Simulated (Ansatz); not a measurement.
A working Ansatz (an electronic-structure program) input for PrSn2 (Cmmm, 6 atoms in the cell) (DFT, PBEsol, plane waves, default PAW files made with PBE):

Ansatz 0.2 input:
```yaml
# PrSn2
crystal:
  lattice:
    - [2.247635, -8.254220, 0.000000]
    - [2.247635, 8.254220, 0.000000]
    - [0.000000, 0.000000, 4.607470]
  atoms:
    - { symbol: Pr, position: [0.856590, 0.143410, 0.500000], spin: 2.0 }
    - { symbol: Pr, position: [0.143410, 0.856590, 0.500000], spin: 2.0 }
    - { symbol: Sn, position: [0.689150, 0.310850, 0.000000] }
    - { symbol: Sn, position: [0.310850, 0.689150, 0.000000] }
    - { symbol: Sn, position: [0.500000, 0.500000, 0.500000] }
    - { symbol: Sn, position: [0.000000, 0.000000, 0.000000] }
kpoints:
  mp_grid: { grid: [5, 5, 5] }
hamiltonian:
  xc: pbesol
  pseudopotentials: { kind: paw }
magnetization:
  spin_polarized: true
scf:
  occupations: { method: fermi_dirac, width: 0.0073 Ry }
output:
  forces: true
  eigenvalues: true
  stress: true
```

The run converged in 20 iterations: free energy E − TS (on the zero of these files) -37485.9498 eV; Fermi level (on the code's own zero) 11.29 eV; pressure -3.55 GPa; largest force (vector length) 0.148 eV/Å; size of the cell's spin moment 4.38 μB. Each of these slips is then made, one at a time:

(1)
```diff
+  max_iter: 40
+  convergence: { dr2_threshold: 1.0e-22 eV }
```

(2)
```diff
-# PrSn2
+# Pr2Sn5
+    - { symbol: Sn, position: [0.310850, 0.689150, 0.000000] }
```

(3)
```diff
-    - { symbol: Pr, position: [0.856590, 0.143410, 0.500000], spin: 2.0 }
-    - { symbol: Pr, position: [0.143410, 0.856590, 0.500000], spin: 2.0 }
+    - { symbol: Pr, position: [0.856590, 0.143410, 0.500000] }
+    - { symbol: Pr, position: [0.143410, 0.856590, 0.500000] }
-magnetization:
-  spin_polarized: true
```

Q: How does each altered input end?

A: 
(1) A threshold far tighter than needed, beside a limit on iterations. The run ended unconverged after 40 iterations.
```
did not converge after 40 iterations: dr2 = 4.12e-17 (threshold 1.00e-22), under the density mixer `msr1`, which `scf.mixing.algorithm: auto` chose by the deck's other keys (type `scf.mixing.algorithm: msr1` to keep it); raise `scf.max_iter`, which need not help a stalled SCF, or adjust the mixing (`scf.mixing`) or, under a smearing, its width (`sc [...]
```

(2) One atom entered twice. The program stopped before any SCF iteration.
```
Error: atoms 3 (Sn) and 6 (Sn) coincide: fractional positions [0.31085, 0.68915, 0.0] and [0.31085, 0.68915, 0.0] are 0.00e0 Å apart, within the symmetry tolerance 1e-5 (fractional) on every axis — remove the duplicate or separate the sites (indices count the expanded atom list at the failing check: the typed cell's during the `space_group:` round- [...]
```

(3) No spin polarisation for a cell with magnetic atoms. The run converged in 10 iterations without an error; against the sound input the free energy rises by 145 meV/atom, the pressure goes from -3.55 to -4.87 GPa, the largest force goes from 0.148 to 0.197 eV/Å and the net moment of 0.73 μB/atom is absent without spin.

The starting cell comes from a database of computed structures (which also holds hypothetical and non-ambient phases and stackings), without a prior relaxation at this level. The magnetic order is the one reached from the typed start; others were not searched systematically. With U or open f shells several self-consistent states can exist. The f electrons are in the valence without U or exact exchange, which can misplace them near the Fermi level. Spin-orbit terms, which matter for f shells, are left out. In the base run, with a pressure of about -4 GPa the cell is away from its equilibrium volume at this level. Ansatz's pressure includes its estimate of the finite-basis (Pulay) stress.

Left out of this page: 4 runs of the series with a known weakness of the program.
